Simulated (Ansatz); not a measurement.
# Li: pressure series

The parent structure is Li (space group R-3m, No. 166; a = 3.062 Å, c = 22.411 Å (hexagonal axes)).

Cell and atoms are relaxed at each pressure.

Computed with DFT with PBEsol, PAW potentials and a 420 eV plane-wave cutoff in Ansatz (a quantum-chemistry and plane-wave program), without spin-orbit coupling.

Two rows of this table had their results exchanged by mistake.

```csv
pressure,volume per atom (Å³),shortest distance (Å),band gap
pressure −2 GPa,24.81,3.271,zero
pressure −1 GPa,21.98,3.141,zero
pressure 0.3 GPa,18.37,2.957,zero
pressure 0.7 GPa,19.25,3.004,zero
pressure 1.5 GPa,19.77,3.031,zero
pressure 3 GPa,17.09,2.886,zero
pressure 5 GPa,15.82,2.812,zero
pressure 7.5 GPa,14.64,2.739,zero
pressure 10 GPa,13.73,2.681,zero
```

Question: Which two?

Answer: The rows for pressure 0.3 GPa and pressure 1.5 GPa: the volume has to fall steadily with pressure, so 19.77 Å³ belongs to pressure 0.3 GPa and 18.37 Å³ to pressure 1.5 GPa.

Load acts through the strain it causes; cell and atoms are relaxed under it. No phonon test of stability was made. Competing high-pressure phases were not computed. This is not the structure that Li has at room temperature and ambient pressure.
